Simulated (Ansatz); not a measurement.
Abridged Ansatz (a first-principles code) output:

```
Relaxation: its limit of steps is 60 (relax.max_steps)
Pseudopotential: Cr, paw, valence charge 14
Crystal: 1 atoms, lattice volume = 10.962 Å³
Basis set: ecut = 420 eV, 201 PW (Γ), exchange–correlation on 36×36×36 points (8 copies of the dense FFT grid, shifted against one another)
Bands: 11, of which v1, the nominal top of the filled ones, is band 7 counted from 1 (6 counted from 0)
Symmetry: 48 space group operations
k-points: 364 of 12167
Functional: x = pbe(κ = 0.804, μ = 0.2195149727645171), c = pbe(β = 0.06672455060314922)
SCF iter   1: F=—  HF=-3377.712599 eV  |F-HF|=—  |Δ(HF+E_count)|=         —  Δρ=3.28e-3  dr2=1.68e-4  ethr=1.77e-3  ⟨swp⟩=3.9  Hψ=19522  notcnv=0
SCF iter   2: F=—  HF=-3377.712939 eV  |F-HF|=—  |Δ(HF+E_count)|=   3.40e-4  Δρ=1.65e-3  dr2=4.19e-5  ethr=1.20e-6  ⟨swp⟩=1.7  Hψ=7968  notcnv=0
SCF 1 converged in 6 iterations: F = -3377.713078 eV  dr2 = 2.53e-12
relax step   1: F+E_penalty+E_count = -3377.71307842 eV  Δ(F+E_penalty+E_count) = +0.000e0 eV  max|allowed force component| = 0.000e0 eV/Å  Δτ_max = 0.0000 Å  P = +15.001 GPa  Ω = 10.962 Å³  (6 SCF iters, dr2 threshold 1.00e-7 eV, accepted)
[... steps on the carried basis left out ...]
relax step   5: F+E_penalty+E_count = -3377.64873328 eV  Δ(F+E_penalty+E_count) = +3.284e-4 eV  max|allowed force component| = 0.000e0 eV/Å  Δτ_max = 0.0000 Å  P = +30.012 GPa  Ω = 10.499 Å³  stress off target by 1.19e-2 GPa  SCF on the basis re-selected at this cell (its energy is not comparable with the rows above)  (5 SCF iters)
SCF converged after 5 iterations
Free energy (F): -3377.648733 eV
Internal energy: -3377.644197 eV  (E = F + TS)
E sigma→0 (E₀):  -3377.646465 eV
Entropy (-TS):   -0.004537 eV (-4.537 meV/atom)
Fermi energy:    21.721831 eV
--- Forces (eV/Å), atoms counted from 1 ---
  atom   1  Cr    -0.00000000     0.00000000     0.00000000
--- Stress (GPa, compression-positive) ---
       30.011940       0.000000       0.000000
        0.000000      30.011940      -0.000000
       -0.000000      -0.000000      30.011940
  P = ⅓ Tr σ = 30.0119 GPa (300.119 kbar)
--- Relaxed structure (4 steps of the walk, 4 accepted, 1 SCFs on fresh bases) ---
  cell:  # Å, volume = 10.4990 Å³
    - [-1.3794175285052916, 1.3794175285052916, 1.3794175285052916]
    - [1.3794175285052916, -1.3794175285052916, 1.3794175285052916]
    - [1.3794175285052916, 1.3794175285052916, -1.3794175285052916]
  atoms:
    - { symbol: Cr, position: [0.0, 0.0, 0.0] }
```

What was computed, and what are the main results?

Cr, 1 atom in the cell, with Ansatz PBE, no spin-orbit coupling, from a series relaxed to a target (pressure 30 GPa). The last SCF converged to F = -3377.648733 eV, or -3377.6487 eV per atom, at a pressure of 30.01 GPa. The total energy compares only with runs of the same code, potentials and settings.

Load acts through the strain it causes; cell and atoms are relaxed under it. Stability against distortions was not tested. Competing high-pressure phases were not computed. The final runs are not spin-polarised. The cell was made from Cr in the bcc (W type) structure (space group Im-3m, No. 229; non-magnetic) by this change: pressure 30 GPa. Real Cr is antiferromagnetic at low temperature and ambient pressure, an order that this cell doesn't hold.

Keys are those of Ansatz 0.2.
